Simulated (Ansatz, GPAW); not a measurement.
An Ansatz (a program for electronic structure) input for a relaxation of cell and atoms of WC (P-6m2, 2 atoms in the cell) (DFT, PBE, plane waves, default PAW files):

Ansatz 0.2 input:
```yaml
# WC
crystal:
  lattice:
    - [2.844259, 0.000000, 0.000000]
    - [-1.422129, 2.463200, 0.000000]
    - [0.000000, 0.000000, 2.769022]
  atoms:
    - { symbol: W, position: [0.000000, 0.000000, 0.000000] }
    - { symbol: C, position: [0.666667, 0.333333, 0.500000] }
basis:
  ecutwfc: 420.0 eV
kpoints:
  mp_grid: { grid: [9, 9, 8] }
hamiltonian:
  xc: pbe
  pseudopotentials: { kind: paw }
scf:
  occupations: { method: fermi_dirac, width: 0.1 eV }
relax:
  cell: {}
output:
  forces: true
  eigenvalues: true
  stress: true
```

Write the same calculation as an input for GPAW.

This is the input that was run; spellings and numerical settings could be chosen otherwise.

```python
from ase import Atoms
from ase.filters import FrechetCellFilter
from ase.optimize import BFGS
from ase.units import GPa
from gpaw import GPAW

atoms = Atoms(['W', 'C'],
              cell=[[2.844259, 0.000000, 0.000000],
                    [-1.422129, 2.463200, 0.000000],
                    [0.000000, 0.000000, 2.769022]],
              positions=[[0.000000, 0.000000, 0.000000],
                         [1.422131, 0.821066, 1.384511]],
              pbc=True)

calc = GPAW(mode={'name': 'pw', 'ecut': 900},
            xc='PBE',
            kpts={'size': (9, 9, 8), 'gamma': True},
            occupations={'name': 'fermi-dirac', 'width': 0.1},
            nbands=-10,
            convergence={'forces': 0.001, 'density': 1e-05},
            symmetry={'symmorphic': False, 'tolerance': 0.0005},
            maxiter=150,
            txt='-')

atoms.calc = calc

target = FrechetCellFilter(atoms)

opt = BFGS(target, logfile='-')
converged = opt.run(fmax=0.02, steps=40)
print('Relaxation converged:', converged)
print('Cell:', atoms.cell.cellpar().round(4))
print(atoms.get_scaled_positions().round(5))

energy = atoms.get_potential_energy()
print('Energy (eV):', round(energy, 6))
forces = atoms.get_forces()
print('Forces (eV/Ang):')
print(forces.round(5))
stress = atoms.get_stress()
print('Stress (GPa, Voigt):', (stress / GPa).round(4))
```

Basis, cutoffs, solver keys and any potentials are the target program's own. This input uses DFT PBE, plane waves, GPAW PAW datasets PBE (gpaw-data 1.0.1).

The starting cell comes from a database of computed structures (which also holds hypothetical and non-ambient phases and stackings), without a prior relaxation at this level. Its lattice was rescaled by a random factor within 2.5 % of one.
